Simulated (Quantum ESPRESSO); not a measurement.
Quantum ESPRESSO run on GaAs (F-43m, 2 atoms in the cell): self-consistent single point.

Method: LDA (PZ), GBRV 1.5 ultrasoft (LDA) pseudopotentials (plane waves; Quantum ESPRESSO).

```
CELL_PARAMETERS angstrom
      0.00000     2.93460     2.93460
      2.93460     0.00000     2.93460
      2.93460     2.93460     0.00000
ATOMIC_POSITIONS crystal
  Ga 0.00000 0.00000 0.00000
  As 0.25000 0.25000 0.25000
```

Reference input (self-consistent single point, DFT, PBE, plane waves, SSSP 1.1.2 efficiency (PBE) pseudopotentials): ecutwfc = 70 Ry; ecutrho = 560 Ry; occupations = smearing; smearing = gaussian; degauss = 0.0147 Ry; potentials = {Ga: Ga.pbe-dn-kjpaw_psl.1.0.0.UPF, As: As.pbe-n-rrkjus_psl.0.2.UPF}; K_POINTS = automatic 7 7 7 0 0 0; conv_thr = 1e-10 Ry; mixing_beta = 0.3. This run's input differs from it in these lines:

```diff
@@ -11,4 +11,4 @@
    ntyp = 2
-   ecutwfc = 70
-   ecutrho = 560
+   ecutwfc = 50
+   ecutrho = 250
    occupations = 'smearing'
@@ -22,4 +22,4 @@
 ATOMIC_SPECIES
-Ga    69.7230  Ga.pbe-dn-kjpaw_psl.1.0.0.UPF
-As    74.9216  As.pbe-n-rrkjus_psl.0.2.UPF
+Ga    69.7230  ga_lda_v1.4.uspp.F.UPF
+As    74.9216  as_lda_v1.uspp.F.UPF
 CELL_PARAMETERS {angstrom}
```

The program printed (abridged):

```
     Self-consistent Calculation

     iteration #  1     ecut=    50.00 Ry     beta= 0.30

     total energy              =    -452.96261965 Ry
     estimated scf accuracy    <       6.69212711 Ry

     iteration #  2     ecut=    50.00 Ry     beta= 0.30

     total energy              =    -454.81710271 Ry
     estimated scf accuracy    <       0.08977226 Ry

     iteration #  3     ecut=    50.00 Ry     beta= 0.30

     total energy              =    -454.80847971 Ry
     estimated scf accuracy    <       0.02245795 Ry

   [... 8 blocks of this kind left out ...]

     iteration # 12     ecut=    50.00 Ry     beta= 0.30

     total energy              =    -454.81470261 Ry
     estimated scf accuracy    <          3.8E-10 Ry

     iteration # 13     ecut=    50.00 Ry     beta= 0.30
     End of self-consistent calculation

     the Fermi energy is     5.7189 ev

!    total energy              =    -454.81470261 Ry
     estimated scf accuracy    <          3.3E-11 Ry
     smearing contrib. (-TS)   =      -0.00008955 Ry
     internal energy E=F+TS    =    -454.81461306 Ry

     convergence has been achieved in  13 iterations

     Forces acting on atoms (cartesian axes, Ry/au):

     atom    1 type  1   force =     0.00000000    0.00000000    0.00000000
     atom    2 type  2   force =     0.00000000    0.00000000    0.00000000

     Total force =     0.000000     Total SCF correction =     0.000000

          total   stress  (Ry/bohr**3)                   (kbar)     P=      -73.32
  -0.00049843   0.00000000   0.00000000          -73.32        0.00        0.00
   0.00000000  -0.00049843   0.00000000            0.00      -73.32        0.00
   0.00000000   0.00000000  -0.00049843            0.00        0.00      -73.32

   JOB DONE.
```

The run converged in 13 iterations. Against the reference run the pressure goes from -3.27 to -7.33 GPa.

The starting cell comes from a database of computed structures (which also holds hypothetical and non-ambient phases and stackings), without a prior relaxation at this level. Its lattice was rescaled by a random factor within 2.5 % of one. With a pressure of about -7 GPa the cell is away from its equilibrium volume at this level. The run gives no clean gap (levels at the Fermi energy touch, overlap or are partly filled at this smearing), which alone does not show that the compound is a metal.
